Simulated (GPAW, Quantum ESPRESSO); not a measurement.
A Quantum ESPRESSO input for a self-consistent single point of Zr₃Sn (Pm-3n, 8 atoms in the cell) (DFT, LDA (PZ), plane waves, GBRV 1.5 ultrasoft (LDA) pseudopotentials):

```fortran
&control
 calculation = 'scf',
 prefix = 'run',
 outdir = './tmp/',
 pseudo_dir = './',
 tprnfor = .true.,
 tstress = .true.,
/
&system
 ibrav = 1,
 celldm(1) = 10.5384621354,
 nat = 8,
 ntyp = 2,
 ecutwfc = 40,
 ecutrho = 320,
 occupations = 'smearing',
 smearing = 'fermi-dirac',
 degauss = 0.0073499,
/
&electrons
 conv_thr = 1e-10,
 mixing_beta = 0.5,
/
ATOMIC_SPECIES
Zr    91.2240  zr_lda_v1.uspp.F.UPF
Sn   118.7100  sn_lda_v1.4.uspp.F.UPF
ATOMIC_POSITIONS angstrom
Zr    2.7883570000    1.3941785000    0.0000000000
Zr    2.7883570000    4.1825355000    0.0000000000
Zr    1.3941785000    0.0000000000    2.7883570000
Zr    4.1825355000    0.0000000000    2.7883570000
Zr    0.0000000000    2.7883570000    1.3941785000
Zr    0.0000000000    2.7883570000    4.1825355000
Sn    2.7883570000    2.7883570000    2.7883570000
Sn    0.0000000000    0.0000000000    0.0000000000
K_POINTS automatic
5 5 5  0 0 0
```

Question: Translate this input to GPAW.

Answer: One input that does it (others would too):

```python
from ase import Atoms
from ase.units import GPa
from gpaw import GPAW, PW, FermiDirac

atoms = Atoms(['Zr', 'Zr', 'Zr', 'Zr', 'Zr', 'Zr', 'Sn', 'Sn'],
              cell=[[5.576714, 0.000000, 0.000000],
                    [0.000000, 5.576714, 0.000000],
                    [0.000000, 0.000000, 5.576714]],
              scaled_positions=[[0.500000, 0.250000, 0.000000],
                                [0.500000, 0.750000, 0.000000],
                                [0.250000, 0.000000, 0.500000],
                                [0.750000, 0.000000, 0.500000],
                                [0.000000, 0.500000, 0.250000],
                                [0.000000, 0.500000, 0.750000],
                                [0.500000, 0.500000, 0.500000],
                                [0.000000, 0.000000, 0.000000]],
              pbc=True)

calc = GPAW(mode=PW(600),
            xc='LDA',
            kpts=(5, 5, 5),
            occupations=FermiDirac(0.1),
            nbands=-12,
            convergence={'density': 1e-05},
            symmetry={'symmorphic': False, 'tolerance': 0.0005},
            maxiter=150,
            txt='-')

atoms.calc = calc

energy = atoms.get_potential_energy()
print('Energy (eV):', round(energy, 6))
forces = atoms.get_forces()
print('Forces (eV/Ang):')
print(forces.round(5))
stress = atoms.get_stress()
print('Stress (GPa, Voigt):', (stress / GPa).round(4))
```

Basis settings and potentials, where a program has them, do not carry over. This input uses DFT LDA (Perdew-Wang 92), plane waves, GPAW PAW datasets LDA (gpaw-data 1.0.1). LDA parametrisations can differ slightly between programs. Both were run: pressure -3.48 GPa in Quantum ESPRESSO and -3.97 in GPAW.

On GPAW: the starting cell comes from a database of computed structures (which also holds hypothetical and non-ambient phases and stackings), without a prior relaxation at this level. Its lattice was rescaled by a random factor within 2.5 % of one. With a pressure of about -4 GPa the cell is away from its equilibrium volume at this level.

On Quantum ESPRESSO: the starting cell comes from a database of computed structures (which also holds hypothetical and non-ambient phases and stackings), without a prior relaxation at this level. Its lattice was rescaled by a random factor within 2.5 % of one. With a pressure of about -3 GPa the cell is away from its equilibrium volume at this level.
